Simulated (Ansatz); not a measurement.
Phonons of GaAs (zinc blende, F-43m) at temperature

Method: the stochastic self-consistent harmonic approximation in a 3×3×3 supercell, Ansatz (a quantum-chemistry and plane-wave program), PBEsol functional, plane-wave PAW. The cell is fixed at its relaxed static size. Melting and transitions to other phases are not modelled. An odd repeat of the supercell leaves out some zone-boundary points, where instabilities often lie. Frequencies in cm⁻¹ at q = (0.00, 0.33, 0.67) (fractions of the primitive reciprocal vectors), each column in ascending order, rows equal in every column written once; i marks an imaginary mode. The auxiliary (Gaussian) frequencies are positive by construction; the free-energy Hessian decides stability.

| harmonic | Gaussian 300 K | Hessian 300 K | Gaussian 600 K | Hessian 600 K |
|---|---|---|---|---|
| 75 | 74 | 73 | 72 | 71 |
| 108 | 106 | 105 | 104 | 103 |
| 186 | 185 | 183 | 184 | 180 |
| 211 | 211 | 208 | 210 | 204 |
| 247 | 246 | 242 | 245 | 237 |
| 262 | 261 | 257 | 259 | 252 |

```
Quantity                                                                       Value
-------------------------------------------------------------------  ---------------
pressure at 300 K in this cell                                       0.40 ± 0.01 GPa
pressure at 600 K in this cell                                       0.75 ± 0.01 GPa
pressure near 300 K by path-integral sampling of the fitted surface         0.40 GPa
pressure near 600 K by path-integral sampling of the fitted surface         0.74 GPa
static pressure                                                            -0.03 GPa
```

Over all wave vectors of the supercell the softest harmonic mode is 55 cm⁻¹ at q = (0.00, 0.00, 0.33); the softest of the Hessian is 53 cm⁻¹ at q = (0.00, 0.00, 0.33) at 300 K (error under 1; the run's verdict: stable), 52 cm⁻¹ at q = (0.00, 0.00, 0.33) at 600 K (error under 1; the run's verdict: stable).
